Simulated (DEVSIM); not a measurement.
Structure: illuminated CdTe p-on-n cell, one wavelength, at 400 K.

Layer 1 from the left is CdTe, thickness (μm) 0.0780, Na (cm⁻³) 8.3e17, τn (s) 1.2e-9, τp (s) 2.6e-9, absorption coefficient (cm⁻¹) 86000. Layer 2 from the left is CdTe, thickness (μm) 3.60, Nd (cm⁻³) 2.1e15, τn (s) 2.9e-8, τp (s) 2.9e-8, absorption coefficient (cm⁻¹) 86000.

Left contact: ohmic, minority electron recombination velocity 1e5 cm/s. Right contact: ohmic, minority hole recombination velocity 50000 cm/s. Voltage is applied to the left contact. Recombination: SRH at mid-gap, radiative, Auger. Light enters at the left, 1.1e18 photons cm⁻² s⁻¹, one pass, no reflection. Mobility is μmin + (μ − μmin)/(1 + (N/Nref)^α).

This is a model device: material constants are rounded textbook-type values typed into the input, and sizes, dopings and lifetimes were drawn at random. Values at 300 K; Nc and Nv go as T^1.5, mobilities as T to minus their exponent, the gap by Varshni's rule with the affinity fixed.

CdTe: gap (eV) 1.5, affinity (eV) 4.28, permittivity 10.2, Nc (cm⁻³) 8e17, Nv (cm⁻³) 1.8e19, μn (cm²/Vs) 1000, μp (cm²/Vs) 80, μn,min 100, μp,min 10, Nref,n 1e17, Nref,p 1e17, αn 0.6, αp 0.6, T exponent of μn 1.7, T exponent of μp 1.5, B (cm³/s) 1e-10, Cn (cm⁶/s) 1e-30, Cp (cm⁶/s) 1e-30, Varshni α (eV/K) 0.00031, Varshni β (K) 108.

Model (solved in DEVSIM): 1D drift-diffusion, Boltzmann statistics, complete ionisation; no tunnelling, impact ionisation, image-force lowering or self-heating.

Dark forward current:

```
|V| (V)  |J| (A/cm²)
-------  -----------
0.05        6.775e-8
0.10        2.012e-7
0.15        4.807e-7
0.20        1.080e-6
0.25        2.376e-6
0.30        5.204e-6
0.35        1.144e-5
0.40        2.543e-5
0.45        5.760e-5
0.50       0.0001345
0.55       0.0003293
0.60       0.0008619
0.65        0.002456
0.70        0.007673
0.75         0.02601
0.80         0.09296
0.85          0.3323
0.90           1.099
0.95           3.201
1.00           8.391
1.05           20.73
1.10           49.96
1.15           118.6
1.20           270.4
1.25           565.8
1.30            1052
```

Question: Work out the local ideality factor n = ΔV / (kT/q · ln(J2/J1)) between the rows 0.15 and 0.20 V, 0.80 and 0.85 V, 1.25 and 1.30 V.

Answer: kT/q = 34.47 mV. From 0.15 to 0.20 V: ln(1.080e-6/4.807e-7) = 0.809, n = 1.79. From 0.80 to 0.85 V: ln(0.3323/0.09296) = 1.274, n = 1.14. From 1.25 to 1.30 V: ln(1052/565.8) = 0.620, n = 2.34.

Question: What current could the absorbed light give at most, and what share is collected?

Answer: Σ αd = 31.6, so qΦ(1 − exp(−Σ αd)) = 176 mA/cm². The simulated short-circuit current is 171.1 mA/cm², a share of 0.97.

Question: Estimate the open-circuit voltage by superposition: the voltage at which the dark current equals that short-circuit current.

Answer: Interpolating ln J in the table gives 0.824 V. The simulation gives 0.823 V, the same within the digits that matter. Superposition holds where collection doesn't change with voltage.

Question: Estimate the fill factor from FF0 = (v − ln(v + 0.72))/(v + 1), v = qVoc/(nkT), with n from the dark curve.

Answer: The rows about Voc, 0.80 and 0.85 V, give n = 1.14, so v = 21.0 and FF0 = 0.814. The simulation gives 0.811, the same within the digits that matter.
